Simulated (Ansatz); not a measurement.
**Worked example: self-consistent single point of Ca2AsI (R-3m, 4 atoms in the cell) in Ansatz (an electronic-structure program)**

Computed with LDA (PW92), default PAW files made with PBE (plane waves; Ansatz).

This input was run:

Ansatz 0.2 input:
```yaml
crystal:
  lattice:
    - [2.20484500, 1.27296700, 7.47320000]
    - [-2.20484500, 1.27296700, 7.47320000]
    - [0.00000000, -2.54593500, 7.47320000]
  atoms:
    - { symbol: Ca, position_ang: [-0.00000000, -0.00000023, 5.18524993] }
    - { symbol: Ca, position_ang: [-0.00000000, -0.00000077, 17.23435007] }
    - { symbol: As, position_ang: [0.00000000, -0.00000050, 11.20980000] }
    - { symbol: I, position_ang: [0.00000000, 0.00000000, 0.00000000] }
basis:
  ecutwfc: 30.9 Ry
kpoints:
  mp_grid: { grid: [7, 7, 7] }
hamiltonian:
  xc: lda
  pseudopotentials: { kind: paw }
scf:
  occupations: { method: fixed }
output:
  forces: true
  eigenvalues: true
  stress: true
```

The program printed (abridged):

```
WARN ansatz: RAYON_NUM_THREADS=1 ignored (pool sized by the plan → 1); use --threads N
basis.fft_grid_basis auto: the FFT boxes are laid along the combinations [[1, 0, -1], [0, 1, -1], [0, 0, 1]] of the cell's own vectors, 4.410, 4.410 and 7.895 …
Pseudopotentials: kind: paw
Pseudopotential: Ca, paw, valence charge 10
Pseudopotential: As, paw, valence charge 15
Pseudopotential: I, paw, valence charge 17
Crystal: 4 atoms, lattice volume = 125.850 Å³
Basis set: ecut = 420.4159175005146 eV, 2497 PW (Γ), FFT grids on a1−a3, a2−a3, a3
Bands: 32, of which v1, the nominal top of the filled ones, is band 26 counted from 1 (25 counted from 0)
Symmetry: 12 space group operations
Space group: R-3m (ITA 166), of the structure as read, at distance tolerance 5.0e-5 Å
k-points: 44 of 343
PAW frozen core: Ca, regenerated for the run's functional, and the local potential with it
PAW frozen core: As, regenerated for the run's functional, and the local potential with it
PAW frozen core: I, regenerated for the run's functional, and the local potential with it
Initial density: superposition of atomic densities (neutral atoms: chi_scale 0, normalization atom), corrected by the library's trained network
Initial wavefunctions: pseudopotential atomic-orbital guess
Eigensolver: davidson
Functional: x = slater, c = lda
SCF iter   1: F=—  HF=-15680.527581 eV  |F-HF|=—  |Δ(HF+E_count)|=         —  Δρ=4.40e-3  dr2=1.22e-2  ethr=1.77e-3  ⟨swp⟩=6.2  Hψ=6003  notcnv=0  defer=143
all-band conjugate gradients solve this SCF's bands
preconditioner: auto → Resta (q_TF=auto, 2.355 Å⁻¹)
SCF iter   2: F=—  HF=-15680.525431 eV  |F-HF|=—  |Δ(HF+E_count)|=   2.15e-3  Δρ=2.44e-3  dr2=4.43e-3  ethr=2.35e-5  ⟨swp⟩=3.0  Hψ=2191  notcnv=0  defer=174
SCF iter   3: F=—  HF=-15680.524974 eV  |F-HF|=—  |Δ(HF+E_count)|=   4.58e-4  Δρ=4.07e-4  dr2=1.62e-4  ethr=8.52e-6  ⟨swp⟩=2.2  Hψ=1853  notcnv=0  defer=174
SCF iter   4: F=—  HF=-15680.524953 eV  |F-HF|=—  |Δ(HF+E_count)|=   2.11e-5  Δρ=1.02e-4  dr2=1.13e-5  ethr=3.11e-7  ⟨swp⟩=2.0  Hψ=2354  notcnv=0  defer=173
SCF iter   5: F=—  HF=-15680.524955 eV  |F-HF|=—  |Δ(HF+E_count)|=   2.74e-6  Δρ=3.13e-5  dr2=1.84e-6  ethr=2.18e-8  ⟨swp⟩=2.0  Hψ=2186  notcnv=0  defer=168
SCF iter   6: F=—  HF=-15680.524955 eV  |F-HF|=—  |Δ(HF+E_count)|=   3.20e-7  Δρ=1.38e-5  dr2=2.27e-7  ethr=3.53e-9  ⟨swp⟩=2.0  Hψ=2179  notcnv=0  defer=168
SCF iter   7: F=-15680.524955 eV  HF=-15680.524955 eV  |F-HF|=2.09e-9  |Δ(HF+E_count)|=   3.28e-8  Δρ=3.86e-6  dr2=2.77e-8  ethr=1.92e-10  ⟨swp⟩=16.1  Hψ=9447  notcnv=0
SCF 1 converged in 7 iterations: F = -15680.524955 eV  dr2 = 2.77e-8
SCF converged after 7 iterations
Free energy (F): -15680.524955 eV
Harris-Foulkes:  -15680.524955 eV  (|F-HF|=2.09e-9)
Internal energy: -15680.524955 eV  (E = F + TS)
E sigma→0 (E₀):  -15680.524955 eV
Fermi energy:    6.510589 eV
--- Per-component energies (eV) ---
  E_band       = -935.387485
  E_kinetic    = 848.401046
  E_local      = -5529.102800  (includes V_loc(G=0)·N_el)
  E_nonlocal   = -616.814577
  E_hartree    = 2618.607495
  E_xc         = -477.286908
  E_vxc        = -549.063869  (∫ρ·V_xc dr)
  E_paw        = -8046.845691  (= ΣΔE_a)
  E_vpaw       = -326.024962  (= ΣTr[D̂ρ^β])
  E_aug_tail   = 0.000061  (compensation charges beyond the density's cutoff)
  E_ewald      = -4480.906359
  E_core_change = 3.422777  (= ΣΔE_core)
  E_smearing   = -0.000000  (= −TS)
  E_closure    = -0.000000  (closes the sum)
  Σ components = -15680.524955   (vs F -15680.524955, Δ=0.00e0)
--- Forces (eV/Å), atoms counted from 1 ---
  atom   1  Ca     0.00000000     0.00000000    -0.14344395
  atom   2  Ca     0.00000000    -0.00000000     0.14344395
  atom   3  As     0.00000000     0.00000000    -0.00000000
  atom   4  I     -0.00000000    -0.00000000    -0.00000000
  max |Σ_I F_I| component: 6.73e-29 eV/Å
--- Stress (GPa, compression-positive) ---
       -3.446574       0.000000       0.000000
        0.000000      -3.446574      -0.000000
        0.000000      -0.000000      -3.065772
  P = ⅓ Tr σ = -3.3196 GPa (-33.196 kbar)
  The stress holds the Pulay correction. Without it, at fixed plane waves, as pw.x and ABINIT print it: P = -3.3360 GPa
--- Band table (eV; the first three rows and the last of 44) ---
  k-point 0: bands = ["-38.8841", "-38.8841", "-38.8839", "-38.8732", "-38.8732", "-33.5914", "-33.5819", "-26.8915", "-26.8915", "-26.8855", "-26.8780", "-26.8780", "-14.9377", "-14.8476", "-14.8224", "-14.8224", "-14.8073", "-14.8073", "-6.8647", [...]
  k-point 1: bands = ["-38.8841", "-38.8841", "-38.8838", "-38.8732", "-38.8731", "-33.5906", "-33.5820", "-26.8915", "-26.8914", "-26.8855", "-26.8780", "-26.8779", "-14.9330", "-14.8544", "-14.8269", "-14.8265", "-14.8139", "-14.8069", "-6.8177", [...]
  k-point 2: bands = ["-38.8841", "-38.8841", "-38.8838", "-38.8731", "-38.8730", "-33.5885", "-33.5823", "-26.8915", "-26.8911", "-26.8854", "-26.8780", "-26.8778", "-14.9218", "-14.8733", "-14.8360", "-14.8344", "-14.8265", "-14.8072", "-6.7093", [...]
  k-point 43: bands = ["-38.8841", "-38.8841", "-38.8838", "-38.8732", "-38.8731", "-33.5905", "-33.5821", "-26.8915", "-26.8914", "-26.8855", "-26.8780", "-26.8779", "-14.9267", "-14.8618", "-14.8272", "-14.8267", "-14.8129", "-14.8067", "-6.8115", [...]
```

The run converged in 7 iterations.

The starting cell comes from a database of computed structures (which also holds hypothetical and non-ambient phases and stackings), without a prior relaxation at this level. Its lattice was rescaled by up to half a per cent. Spin-orbit coupling is off. With a pressure of about -3 GPa the cell is away from its equilibrium volume at this level. Ansatz's pressure includes its estimate of the finite-basis (Pulay) stress.
